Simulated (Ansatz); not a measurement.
The starting structures come from a database of crystals and need not be the phases stable at ambient conditions.

Consider the following.

```yaml
crystal:
  lattice:
    - [7.33814, 0.00000, 0.00000]
    - [0.00000, 8.06640, 0.00000]
    - [0.00000, 0.00000, 4.49211]
  atoms:
    - { symbol: Ge, position: [0.49197, 0.14236, 0.15028] }
    - { symbol: Ge, position: [0.50803, 0.64236, 0.34972] }
    - { symbol: Ge, position: [0.00803, 0.85764, 0.65028] }
    - { symbol: Ge, position: [0.99197, 0.35764, 0.84972] }
    - { symbol: H, position: [0.63932, 0.17865, 0.38322] }
    - { symbol: H, position: [0.36068, 0.67865, 0.11678] }
    - { symbol: H, position: [0.86068, 0.82135, 0.88322] }
    - { symbol: H, position: [0.13932, 0.32135, 0.61678] }
    - { symbol: H, position: [0.31377, 0.09483, 0.30727] }
    - { symbol: H, position: [0.68623, 0.59483, 0.19273] }
    - { symbol: H, position: [0.18623, 0.90517, 0.80727] }
    - { symbol: H, position: [0.81377, 0.40517, 0.69273] }
    - { symbol: H, position: [0.46007, 0.29765, 0.95929] }
    - { symbol: H, position: [0.53993, 0.79765, 0.54071] }
    - { symbol: H, position: [0.03993, 0.70235, 0.45929] }
    - { symbol: H, position: [0.96007, 0.20235, 0.04071] }
    - { symbol: H, position: [0.55391, 0.99957, 0.94839] }
    - { symbol: H, position: [0.44609, 0.49957, 0.55161] }
    - { symbol: H, position: [0.94609, 0.00043, 0.44839] }
    - { symbol: H, position: [0.05391, 0.50043, 0.05161] }
```

Space group of this cell: P2_12_12_1. The cell was relaxed by PBE-D3(BJ).

Transport runs along the normal of the first two printed cell vectors.

The gap is the functional's own, uncorrected, and κ follows it; spin-orbit coupling is left out. Mid-gap values are interpolated between the computed energies.

Compute, with PBEsol (Ansatz, a first-principles code), the band gap and the smallest decay constant κ at mid-gap.

Gap 5.48 eV on a 4×4×8 mesh; κ = 0.374 1/Å, at the zone centre.
